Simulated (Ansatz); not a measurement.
The starting structures come from a database of crystals and need not be the phases stable at ambient conditions.

 Where the default PAW files enter, the runs use the earlier of Ansatz's two default sets.

The decay constant κ of evanescent states in the gap governs leakage through a thin film.

```xyz
20
Lattice="3.7323 0.0000 0.0000 -1.8662 3.2323 0.0000 0.0000 0.0000 31.1364" Properties=species:S:1:pos:R:3 pbc="T T T"
Zn     0.0000     0.0000    18.6818
Zn     1.8662     1.0774     6.2304
Zn     1.8662     1.0774    24.9091
Zn     0.0000     2.1548    21.7923
Zn     0.0000     0.0000     9.3409
Zn     0.0000     0.0000     0.0000
Zn     0.0000     2.1548    28.0258
Zn     1.8662     1.0774    15.5682
Zn     0.0000     2.1548     3.1167
Zn     0.0000     2.1548    12.4545
S      0.0000     0.0000     2.3383
S      0.0000     0.0000    21.0139
S      0.0000     2.1548    30.3548
S      0.0000     2.1548    14.7898
S      1.8662     1.0774    17.9034
S      0.0000     2.1548    24.1276
S      1.8662     1.0774     8.5625
S      0.0000     2.1548     5.4489
S      0.0000     0.0000    11.6761
S      1.8662     1.0774    27.2443
```

Space group of this cell: P3m1. The cell is strained (lengths across the current scaled by 0.98, ions clamped); by r2SCAN its mean pressure is 3.6 GPa.

Transport runs along the normal of the first two printed cell vectors, the (001) (indices of the unstrained crystal) plane of the conventional cell.

The gap is the functional's own. No spin-orbit coupling. Mid-gap values are interpolated on the energy grid.

**Question.** Give the band gap and the smallest decay constant κ at mid-gap that r2SCAN (Ansatz, a quantum-chemistry and plane-wave program) yields.

**Answer.** Gap 2.86 eV on a 12×12×1 mesh; κ = 0.177 1/Å, at the zone centre.
